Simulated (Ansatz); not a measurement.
# HfS2: energy against strain

HfS2 (1T layered, P-3m1, 20.260 Å³/atom at rest, c along z) under an equal strain ε in the (0001) plane with the normal axis free, as in a coherent film. PBEsol-D3(BJ) in Ansatz, a plane-wave DFT program (PAW, default set), 420 eV, 11×11×6 Γ-centred mesh, Fermi-Dirac smearing 0.05 eV; ions are relaxed within the symmetry of each cell.

Here s stands for strain and y for E less E0.

| strain (%) | E less E0 (meV/atom) |
|---|---|
| -1.50 | 5.25 |
| -1.00 | 2.31 |
| -0.50 | 0.58 |
| 0.00 | 0.00 |
| 0.50 | 0.55 |
| 1.00 | 2.18 |
| 1.50 | 4.87 |
| 3.00 | ? |

The 7 complete rows are fitted with a parabola, y against s. Least squares gives y = 0.000 - 0.1021·s + 2.2481·s². Residuals (row less fit): 0.039, -0.040, -0.033, 0.000, 0.039, 0.034, -0.035; standard error 0.045 (degrees of freedom: 4). Twice the quadratic coefficient over the volume, 2 × 2.2481 meV × 10⁴ × 0.1602 / 20.260 Å³, is twice the biaxial elastic modulus of this plane = 356 ± 3 GPa.

Problem. Estimate the missing y (s = 3.00); what did the run itself give?

Solution. y = 0.000 - 0.1021 × 3.0 + 2.2481 × 3.0² = 19.927 meV/atom. The calculation gives 18.94 meV/atom, 0.987 meV/atom below the prediction (5.2 % of the range of y in the table). The row lies outside the fitted rows, so this is an extrapolation. From the scatter of the fitted rows alone, a prediction at this place has a standard error of 0.172 meV/atom, so the miss is 5.7 times that.

One order more, fitted to all 13 runs of the series, follows each within 0.01, so the miss is the next term of a smooth law. Rows are the converged runs of the series near zero and its far end; series whose fitted rows scatter by over a few per cent of the range, as at a crossing or softening among them, aren't shown in this form. Most that stay on the fit to the last digits aren't either.
